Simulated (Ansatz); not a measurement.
The reference is CdSe in the zinc blende structure (space group F-43m, No. 216; a = 6.196 Å).

(Cell as relaxed with PBE.)

Levels (all Ansatz, a quantum-chemistry and plane-wave program, PAW): PBE (420 eV, no spin-orbit coupling); r2SCAN (500 eV, spin-orbit coupling left out).

Each level relaxes its own structure.

| base | PBE | r2SCAN |
|---|---|---|
| volume per atom | 29.74 Å³ | 28.84 Å³ |
| lattice parameter a | 6.196 Å | 6.133 Å |
| band gap | 0.49 eV | 1.04 eV |

Now apply this change: a hydrostatic pressure of 0.9 GPa.

| quantity | PBE | r2SCAN |
|---|---|---|
| hole mass (degenerate bands, along [100]) | 0.057, 0.71, 0.71 mₑ (at Γ) | ? |
| band gap | 0.53 eV | ? |
| volume per atom | 29.17 Å³ | ? |

Problem. Predict the r2SCAN column.

Solution. 
- hole mass (degenerate bands, along [100]), r2SCAN: 0.10, 0.68, 0.68 mₑ (at Γ)
- band gap, r2SCAN: 1.08 eV
- volume per atom, r2SCAN: 28.37 Å³

PBE's band gap lies 0.542 eV below r2SCAN's; PBE's volume per atom lies 0.80 Å³ above r2SCAN's (2.8 %). Neither level is exact; r2SCAN is the comparison here, not a measurement.

Load acts through the strain it causes; cell and atoms are relaxed under it. Masses are band curvatures over ±0.01 Å⁻¹ around the edge. Stability against distortions was not tested.
